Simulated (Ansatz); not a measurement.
**A computed series for Mo: response to strain**

The parent structure is Mo in the bcc (W type) structure (space group Im-3m, No. 229; a = 3.151 Å; relaxed with 0.1 eV smearing).

Strains are applied to the cell and any free atomic positions relax.

The values are results of r2SCAN (Ansatz, a quantum-chemistry and plane-wave program; PAW; 500 eV plane waves; no spin-orbit coupling), not measurements.

```
isotropic strain (%)  pressure (GPa)
--------------------  --------------
-3                              30.0
-2.5                               ?
-2                              18.7
-1.5                            13.5
-1                               8.7
-0.5                             4.2
0                                0.0
```

Problem. Fit P = P₀ − Bδ + Cδ² with δ = (1 + ε)³ − 1 to the rows shown and predict the withheld row.

Solution. Least squares on the printed values gives P₀ = 0.0 GPa, B = 265 GPa, C = 895 GPa (largest residual 0.0 GPa); this predicts 24.2 GPa, and the run gives 24.2 GPa, in agreement.

Whether these cells are dynamically stable was not tested. All final runs are without spin polarisation.
